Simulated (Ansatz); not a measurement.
The starting structures come from a database of crystals and need not be the phases stable at ambient conditions.

Evanescent states of NaS (P-62m, not sure to be the ambient phase, 12 atoms a cell, 22.1 Å³ an atom) along the normal of (001)

These are r2SCAN (plane waves, PAW; Ansatz, an electronic-structure program) values and carry that method's errors.

The gap is the functional's own. No spin-orbit coupling. Mid-gap values are interpolated on the energy grid.

Energies count from the valence-band top; κ is the least over a 6×6 mesh across the current.

| E (eV) | κ (1/Å) | where |
|---|---|---|
| 0.04 | 0.084 | Γ |
| 0.12 | 0.144 | Γ |
| 0.20 | 0.176 | Γ |
| 0.28 | 0.171 | Γ |
| 0.36 | 0.165 | Γ |
| 0.44 | 0.158 | Γ |
| 0.52 | 0.151 | Γ |
| 0.60 | 0.143 | Γ |
| 0.68 | 0.134 | Γ |
| 0.76 | 0.125 | Γ |
| 0.84 | 0.114 | Γ |
| 0.92 | 0.101 | Γ |
| 1.00 | 0.087 | Γ |
| 1.08 | 0.068 | Γ |
| 1.16 | 0.041 | Γ |

Task: How thick must the barrier be to attenuate the transmission by 10^8 when the electrodes' Fermi level lies at 1.16 eV, and what attenuation does that film give at 0.76 eV?

Result: d = 8 ln 10 / (2 × 0.041) = 224.6 Å. At 0.76 eV it gives 8 × 0.125/0.041 = 24.4 decades.
